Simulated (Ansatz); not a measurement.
Output of an Ansatz run (abridged):

```
WARN the atoms were moved onto the symmetric positions of the space group found under crystal.symmetry.tolerance 1.0e-5 (fractional …
WARN ansatz: RAYON_NUM_THREADS=1 ignored (pool sized by the plan → 1); use --threads N
Pseudopotentials: kind: paw
Pseudopotential: Ca, paw, valence charge 10
Pseudopotential: Pd, paw, valence charge 18
Crystal: 8 atoms, lattice volume = 375.209 Å³
Basis set: ecut = 420 eV, 7309 PW (Γ)
Bands: 68, of which v1, the nominal top of the filled ones, is band 56 counted from 1 (55 counted from 0)
Symmetry: 8 space group operations
Space group: Pmma (ITA 51), of the structure as read, at distance tolerance 7.2e-5 Å
k-points: 12 of 28
PAW frozen core: Ca, regenerated for the run's functional, and the local potential with it
PAW frozen core: Pd, regenerated for the run's functional, and the local potential with it
Initial density: superposition of atomic densities (neutral atoms: chi_scale 0, normalization atom), corrected by the library's trained network
Initial wavefunctions: pseudopotential atomic-orbital guess
Eigensolver: davidson
Functional: x = slater, c = lda
SCF iter   1: F=—  HF=-34471.703459 eV  |F-HF|=—  |Δ(HF+E_count)|=         —  Δρ=8.79e-3  dr2=3.66e-1  ethr=1.77e-3  ⟨swp⟩=12.3  Hψ=4411  notcnv=0
all-band conjugate gradients solve this SCF's bands
preconditioner: auto → LDOS
SCF iter   2: F=—  HF=-34471.828565 eV  |F-HF|=—  |Δ(HF+E_count)|=   1.25e-1  Δρ=1.55e-2  dr2=1.06e0  ethr=3.27e-4  ⟨swp⟩=3.0  Hψ=1889  notcnv=0  recentre
SCF iter   3: F=—  HF=-34471.635688 eV  |F-HF|=—  |Δ(HF+E_count)|=   1.93e-1  Δρ=1.81e-3  dr2=1.40e-2  ethr=3.27e-4  ⟨swp⟩=2.1  Hψ=1586  notcnv=0
SCF iter   4: F=—  HF=-34471.633458 eV  |F-HF|=—  |Δ(HF+E_count)|=   2.23e-3  Δρ=2.82e-4  dr2=6.47e-4  ethr=1.25e-5  ⟨swp⟩=2.0  Hψ=1199  notcnv=0
SCF iter   5: F=—  HF=-34471.633360 eV  |F-HF|=—  |Δ(HF+E_count)|=   9.74e-5  Δρ=7.80e-5  dr2=2.60e-5  ethr=5.78e-7  ⟨swp⟩=2.0  Hψ=1107  notcnv=0
SCF iter   6: F=—  HF=-34471.633610 eV  |F-HF|=—  |Δ(HF+E_count)|=   2.50e-4  Δρ=2.33e-5  dr2=2.62e-6  ethr=2.32e-8  ⟨swp⟩=2.0  Hψ=1191  notcnv=0
SCF iter   7: F=—  HF=-34471.633611 eV  |F-HF|=—  |Δ(HF+E_count)|=   9.47e-7  Δρ=1.23e-5  dr2=7.15e-7  ethr=2.34e-9  ⟨swp⟩=2.0  Hψ=1178  notcnv=0
SCF iter   8: F=-34471.633611 eV  HF=-34471.633611 eV  |F-HF|=5.31e-8  |Δ(HF+E_count)|=   1.71e-8  Δρ=4.72e-6  dr2=9.57e-8  ethr=8.93e-11  ⟨swp⟩=6.9  Hψ=3644  notcnv=0
SCF 1 converged in 8 iterations: F = -34471.633611 eV  dr2 = 9.57e-8
SCF converged after 8 iterations
Free energy (F): -34471.633611 eV
Harris-Foulkes:  -34471.633611 eV  (|F-HF|=5.31e-8)
Internal energy: -34471.530382 eV  (E = F + TS)
E sigma→0 (E₀):  -34471.581997 eV
Entropy (-TS):   -0.103229 eV (-12.904 meV/atom)
Fermi energy:    3.277710 eV
--- Per-component energies (eV) ---
  E_band       = -2434.182947
  E_kinetic    = 3174.424904
  E_local      = -82121.699554  (includes V_loc(G=0)·N_el)
  E_nonlocal   = 1161.425237
  E_hartree    = 39237.545082
  E_xc         = -1208.337292
  E_vxc        = -1521.058396  (∫ρ·V_xc dr)
  E_paw        = -17761.561331  (= ΣΔE_a)
  E_vpaw       = -1602.384858  (= ΣTr[D̂ρ^β])
  E_aug_tail   = 0.000740  (compensation charges beyond the density's cutoff)
  E_ewald      = 23042.816233
  E_core_change = 3.855598  (= ΣΔE_core)
  E_smearing   = -0.103229  (= −TS)
  E_closure    = -0.000000  (closes the sum)
  Σ components = -34471.633611   (vs F -34471.633611, Δ=0.00e0)
--- Forces (eV/Å), atoms counted from 1 ---
  atom   1  Ca    -0.00000000    -0.00000000     0.10621821
  atom   2  Pd    -0.00000000    -0.00000000     0.72853988
  atom   3  Ca     0.00000000     0.00000000    -0.20131318
  atom   4  Pd     0.00000000     0.00000000    -0.11355017
  atom   5  Ca    -0.00000000    -0.00000000     0.20131318
  atom   6  Pd    -0.00000000    -0.00000000     0.11355017
  atom   7  Ca     0.00000000     0.00000000    -0.10621821
  atom   8  Pd     0.00000000     0.00000000    -0.72853988
  max |Σ_I F_I| component: 2.22e-16 eV/Å
--- Stress (GPa, compression-positive) ---
       -3.285326      -0.000000       0.000000
       -0.000000      -3.867270       0.000000
        0.000000       0.000000      -2.323846
  P = ⅓ Tr σ = -3.1588 GPa (-31.588 kbar)
  The stress holds the Pulay correction. Without it, at fixed plane waves, as pw.x and ABINIT print it: P = -3.1639 GPa
--- Band table (eV; the first three rows and the last of 12) ---
  k-point 0: bands = ["-80.4956", "-80.4951", "-80.1326", "-80.1326", "-46.3037", "-46.2981", "-46.2969", "-46.2959", "-46.2869", "-46.2813", "-46.0222", "-46.0222", "-45.9268", "-45.9268", "-45.8650", "-45.8650", "-37.4737", "-37.4737", "-36.7015", [...]
  k-point 1: bands = ["-80.4955", "-80.4952", "-80.1326", "-80.1326", "-46.3032", "-46.2993", "-46.2967", "-46.2961", "-46.2857", "-46.2819", "-46.0223", "-46.0223", "-45.9268", "-45.9268", "-45.8650", "-45.8650", "-37.4731", "-37.4731", "-36.6980", [...]
  k-point 2: bands = ["-80.4954", "-80.4954", "-80.1326", "-80.1326", "-46.3016", "-46.3016", "-46.2964", "-46.2964", "-46.2836", "-46.2836", "-46.0224", "-46.0224", "-45.9268", "-45.9268", "-45.8650", "-45.8650", "-37.4725", "-37.4725", "-36.6903", [...]
  k-point 11: bands = ["-80.4949", "-80.4949", "-80.1322", "-80.1322", "-46.3081", "-46.3081", "-46.3005", "-46.3005", "-46.2826", "-46.2826", "-46.0213", "-46.0213", "-45.9383", "-45.9383", "-45.8641", "-45.8641", "-37.4548", "-37.4548", [...]
```

The structure:

```
CELL_PARAMETERS angstrom
      3.51621     0.00000     0.00000
      0.00000     4.97267     0.00000
      0.00000     0.00000    21.45901
ATOMIC_POSITIONS crystal
  Ca 0.00000 0.00000 0.32620
  Pd 0.50000 0.50000 0.32620
  Ca 0.00000 0.50000 0.44207
  Pd 0.50000 0.00000 0.44207
  Ca 0.00000 0.00000 0.55793
  Pd 0.50000 0.50000 0.55793
  Ca 0.00000 0.50000 0.67380
  Pd 0.50000 0.00000 0.67380
```

Task: Reconstruct the input of this run.

Result: Other spellings and defaults could give the same log, and not every line can be read from it. The input that was run (DFT, LDA (PW92), plane waves, default PAW files made with PBE):

Ansatz 0.2 input:
```yaml
# CaPd
crystal:
  lattice:
    - [3.516207, 0.000000, 0.000000]
    - [0.000000, 4.972668, 0.000000]
    - [0.000000, 0.000000, 21.459009]
  atoms:
    - { symbol: Ca, position: [0.000000, 0.000000, 0.326203] }
    - { symbol: Pd, position: [0.500000, 0.500000, 0.326203] }
    - { symbol: Ca, position: [0.000000, 0.500000, 0.442071] }
    - { symbol: Pd, position: [0.500000, 0.000000, 0.442071] }
    - { symbol: Ca, position: [0.000000, 0.000000, 0.557934] }
    - { symbol: Pd, position: [0.500000, 0.500000, 0.557934] }
    - { symbol: Ca, position: [0.000000, 0.500000, 0.673797] }
    - { symbol: Pd, position: [0.500000, 0.000000, 0.673797] }
basis:
  ecutwfc: 420.0
kpoints:
  mp_grid: { grid: [7, 4, 1] }
hamiltonian:
  xc: lda
  pseudopotentials: { kind: paw }
scf:
  occupations: { method: fermi_dirac, width: 0.1 }
output:
  forces: true
  eigenvalues: true
  stress: true
```

The starting cell comes from a database of computed structures (which also holds hypothetical and non-ambient phases and stackings), without a prior relaxation at this level. The slab is cut from that crystal, and its faces are unrelaxed. Its lattice was rescaled by up to half a per cent. Spin polarisation is off.

Ansatz is a first-principles code.
